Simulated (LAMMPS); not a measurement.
Ni (fcc) at 780 K and zero pressure, started from the crystal, with several potentials, in cells of their own sizes.

Potentials compared:
- EAM-type CuNi.eam.alloy: classical MD, pair style eam/alloy, file CuNi.eam.alloy (LAMMPS); Onat and Durukanoglu, J Phys Cond Matt, 26, 035404 (2014)
- EAM-type Ni.adp: classical MD, pair style adp, file Ni.adp (LAMMPS); Mishin et al, Acta Mater, 53, 4029 (2005)
- EAM-type universal-3 set of Foiles, Baskes and Daw: classical MD, pair style eam, the elements' _u3.eam files (universal-3 set of Foiles, Baskes and Daw) (LAMMPS); Foiles et al, Phys Rev B, 33, 7983 (1986)
- MEAM library.meam-Ni: classical MD, pair style meam, file library.meam (library.meam-Ni) (LAMMPS); Baskes, Phys Rev B, 46, 2727-2742 (1992)

| potential | state | volume | first peak of g(r) | coordination number | mean phonon frequency | rough cost (ms per atom and simulated ps) |
|---|---|---|---|---|---|---|
| EAM-type CuNi.eam.alloy | crystal; no diffusion seen in 30 ps | 11.3177 ± 0.0003 Å³/atom | 2.49 Å, height 5.2 | 12.0 (counted to 3.06 Å) | 5.7 THz | 1 to 3 |
| EAM-type Ni.adp | crystal; no diffusion seen in 30 ps | 11.1196 ± 0.0001 Å³/atom | 2.49 Å, height 5.7 | 12.0 (counted to 3.02 Å) | 6.2 THz | 3 to 10 |
| EAM-type universal-3 set of Foiles, Baskes and Daw | crystal; no diffusion seen in 30 ps | 11.3113 ± 0.0004 Å³/atom | 2.50 Å, height 5.7 | 12.0 (counted to 3.06 Å) | 6.3 THz | 0.3 to 1 |
| MEAM library.meam-Ni | crystal; no diffusion seen in 30 ps | 11.0826 ± 0.0002 Å³/atom | 2.50 Å, height 6.6 | 12.0 (counted to 3.02 Å) | 7.6 THz | 3 to 10 |

Costs are rough: whole-run CPU time with set-up and analysis, from shared machines, in bands a factor of about three wide.

Caution: the potential MEAM library.meam-Ni is a first-neighbour MEAM set with a 4 Å cutoff, used here without a parameter file and away from the static properties it was fitted to.

States go by the mean squared displacement: a species diffuses where it passes 1.5 Å², still rises and gives D over 1e-6 cm²/s; a crystal has left its structure where atoms lie 0.35 Å off their sites on average or a cubic box changes its shape by 3 %, or the axial ratios of another lie 8 % off the starting cell's, which the potential's own relaxation can also do.

The ± values are statistical; the model's systematic error is not in them.
